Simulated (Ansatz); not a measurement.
Take GaP in the zinc blende structure (space group F-43m, No. 216; a = 5.439 Å) as the base. Axes: x, y, z lie along the cube axes.

Method: PBEsol, PAW, 420 eV (Ansatz, a program for electronic structure; no SOC), earlier PAW set.

A first run, uniaxial strain ε_xx = −0.48 %, gives secant values C11 ≈ 140 GPa and C12 ≈ 61 GPa from its stress. A second run applies isotropic strain +1.55 %.

### Question
What does linear elasticity predict for the bulk modulus −ΔP/(ΔV/V₀) in the second run, and what does the run give?

### Answer
Linear elasticity: (C11 + 2 C12)/3 = 87 GPa. The run gives 75 GPa; any difference comes from nonlinear terms at these strains and numerical noise.

Whether these cells are dynamically stable was not tested.
